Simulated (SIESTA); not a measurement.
SIESTA run on Cs2AgBiBr6 (Fm-3m, 20 atoms in the cell): self-consistent single point.

Level of theory: GGA PBE, numerical atomic orbitals DZP, PseudoDojo PBE standard norm-conserving potentials (rewritten from UPF to PSML) (SIESTA).

The change in words: 2 x 1 x 1 supercell, mesh divided and rounded up; kgrid.MonkhorstPack: 3 3 3 shifted by 0.5 0.5 0.5 → 2 3 3 shifted by 0.5 0.5 0.5. Reference geometry:
```xyz
10
Lattice="0.0000 5.8768 5.8768 5.8768 0.0000 5.8768 5.8768 5.8768 0.0000" Properties=species:S:1:pos:R:3 pbc="T T T"
Cs     8.8153     8.8153     8.8153
Cs     2.9384     2.9384     2.9384
Ag     5.8768     5.8768     5.8768
Bi     0.0000     0.0000     0.0000
Br     2.9479     5.8768     5.8768
Br     8.8057     5.8768     5.8768
Br     5.8768     2.9479     5.8768
Br     5.8768     8.8057     5.8768
Br     5.8768     5.8768     2.9479
Br     5.8768     5.8768     8.8057
```

Reference input (self-consistent single point, DFT, GGA PBE, numerical atomic orbitals DZP, PseudoDojo PBE standard norm-conserving potentials (rewritten from UPF to PSML)): XC.functional = GGA; XC.authors = PBE; potentials = PseudoDojo PBE standard; PAO.BasisSize = DZP; PAO.EnergyShift = 0.01 Ry; MeshCutoff = 300 Ry; kgrid.MonkhorstPack = 3 3 3 shifted by 0.5 0.5 0.5; OccupationFunction = FD; ElectronicTemperature = 10 K; MaxSCFIterations = 150; SCF.Mixer.Method = Pulay; SCF.Mixer.Weight = 0.2. This run's input differs from it in these lines:

```diff
@@ -4,3 +4,3 @@
 
-NumberOfAtoms                10
+NumberOfAtoms                20
 NumberOfSpecies              4
@@ -14,3 +14,3 @@
 %block LatticeVectors
-     0.000000000    5.876840000    5.876840000
+     0.000000000   11.753680000   11.753680000
      5.876840000    0.000000000    5.876840000
@@ -20,12 +20,22 @@
 %block AtomicCoordinatesAndAtomicSpecies
-     0.750000000    0.750000000    0.750000000  1
-     0.250000000    0.250000000    0.250000000  1
-     0.500000000    0.500000000    0.500000000  2
+     0.375000000    0.750000000    0.750000000  1
+     0.875000000    0.750000000    0.750000000  1
+     0.125000000    0.250000000    0.250000000  1
+     0.625000000    0.250000000    0.250000000  1
+     0.250000000    0.500000000    0.500000000  2
+     0.750000000    0.500000000    0.500000000  2
      0.000000000    0.000000000    0.000000000  3
-     0.749190000    0.250810000    0.250810000  4
-     0.250810000    0.749190000    0.749190000  4
-     0.250810000    0.749190000    0.250810000  4
-     0.749190000    0.250810000    0.749190000  4
-     0.250810000    0.250810000    0.749190000  4
-     0.749190000    0.749190000    0.250810000  4
+     0.500000000    0.000000000    0.000000000  3
+     0.374595000    0.250810000    0.250810000  4
+     0.874595000    0.250810000    0.250810000  4
+     0.125405000    0.749190000    0.749190000  4
+     0.625405000    0.749190000    0.749190000  4
+     0.125405000    0.749190000    0.250810000  4
+     0.625405000    0.749190000    0.250810000  4
+     0.374595000    0.250810000    0.749190000  4
+     0.874595000    0.250810000    0.749190000  4
+     0.125405000    0.250810000    0.749190000  4
+     0.625405000    0.250810000    0.749190000  4
+     0.374595000    0.749190000    0.250810000  4
+     0.874595000    0.749190000    0.250810000  4
 %endblock AtomicCoordinatesAndAtomicSpecies
@@ -38,3 +48,3 @@
 %block kgrid.MonkhorstPack
-    3   0   0  0.5
+    2   0   0  0.5
     0   3   0  0.5
```

Log, with long lists cut:

```
        iscf     Eharris(eV)        E_KS(eV)     FreeEng(eV)     dDmax    Ef(eV) dHmax(eV)
   scf:    1   -20547.606732   -20557.312876   -20557.312876  0.711009 -2.412919 21.734687
   scf:    2   -20581.764553   -20575.096060   -20575.096060  0.485542 -3.854158  6.540192
   scf:    3   -20578.745588   -20577.271769   -20577.271769  0.088409 -4.492749  2.908173
   scf:    4   -20577.960269   -20577.757550   -20577.757550  0.086247 -3.689163  0.605118
   scf:    5   -20577.800763   -20577.823401   -20577.823401  0.022635 -3.939723  0.591921
   scf:    6   -20577.835845   -20577.845424   -20577.845424  0.012982 -3.923178  0.232315
   scf:    7   -20577.850985   -20577.848570   -20577.848570  0.003253 -3.899427  0.118795
   scf:    8   -20577.849172   -20577.849774   -20577.849774  0.002631 -3.887909  0.053941
   scf:    9   -20577.850096   -20577.849971   -20577.849971  0.000624 -3.892964  0.016101
   scf:   10   -20577.849999   -20577.849993   -20577.849993  0.000202 -3.893422  0.001007
   scf:   11   -20577.849993   -20577.849993   -20577.849993  0.000110 -3.893247  0.000078
   scf:   12   -20577.849993   -20577.849993   -20577.849993  0.000007 -3.893250  0.000062
SCF Convergence by DM+H criterion
max |DM_out - DM_in|         :     0.0000067366
max |H_out - H_in|      (eV) :     0.0000624514
SCF cycle converged after 12 iterations

Using DM_out to compute the final energy and forces

siesta: E_KS(eV) =           -20577.8500

siesta: E_KS - E_eggbox =    -20577.8500

siesta: Atomic forces (eV/Ang):
     1   -0.000091   -0.000069   -0.000069
     2   -0.000091   -0.000069   -0.000069
     3    0.000091    0.000069    0.000069
   [... 17 lines left out ...]
   Tot    0.000000    0.000000    0.000000
   Max    0.001536
   Res    0.000585    sqrt( Sum f_i^2 / 3N )
   Max    0.001536    constrained

Stress tensor Voigt[x,y,z,yz,xz,xy] (kbar):       20.35       20.31       20.31       -0.03       -0.03       -0.03
(Free)E + p*V (eV/cell)   -20588.1495
Target enthalpy (eV/cell)   -20577.8500

   [... lines left out ...]
siesta: FreeEng =    -20577.849993
   [... lines left out ...]
siesta:     0.012700   -0.000021   -0.000021
siesta:    -0.000021    0.012679   -0.000020
siesta:    -0.000021   -0.000020    0.012679

siesta: Cell volume =        811.879531 Ang**3

siesta: Pressure (static):
siesta:                Solid            Molecule  Units
siesta:          -0.00013817         -0.00013832  Ry/Bohr**3
siesta:          -0.01268596         -0.01269985  eV/Ang**3
siesta:         -20.32514922        -20.34740228  kBar
```

The run converged in 12 iterations. Against the reference run the free energy hardly moves (within 1 meV/atom), the pressure stays at -2.03 GPa, the largest force stays at 0.002 eV/Å and the gap on the mesh goes from 1.547 to 1.599 eV.

The starting cell comes from a database of computed structures (which also holds hypothetical and non-ambient phases and stackings), without a prior relaxation at this level. Its lattice was rescaled by a random factor within 2.5 % of one. Spin-orbit coupling is off. Values carry the incompleteness of an atom-centred basis. The basis of the alkali or alkaline-earth atoms may lack their empty d shell, which can raise the gap. The shifted mesh does not hold Γ, so a gap read on it misses any band edge there.

Cost on one core of a shared machine: roughly 60 s.
